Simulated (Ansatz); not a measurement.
```
CELL_PARAMETERS angstrom
      3.02561     0.00000     0.00000
      1.51281     2.62026     0.00000
      1.51281    -0.87342     2.54085
ATOMIC_POSITIONS crystal
  Al 0.99738 0.00131 0.00393
  N  0.50262 0.24869 0.74607
```

No spin polarisation.

All numbers come from r2SCAN (Ansatz, an electronic-structure program), spin-orbit coupling left out. Γ-centred 13×13×13 mesh, Fermi–Dirac width 0.05 eV.

Problem. Predict the band gap, in-plane stress, gap character and space group.

Solution. The band gap is 3.86 eV, the mean in-plane stress (compression positive) is +11.8 GPa and the gap character comes out as indirect, Γ → F. The space group comes out as R3m (No. 160).

The cells carry an imposed strain or load. Stability against distortions was not tested. The cell was made from AlN in the zinc blende structure (space group F-43m, No. 216) by this change: biaxial strain −2.08 %, plane normal [111], relaxed out of plane. This is not the structure that AlN has at room temperature and ambient pressure.
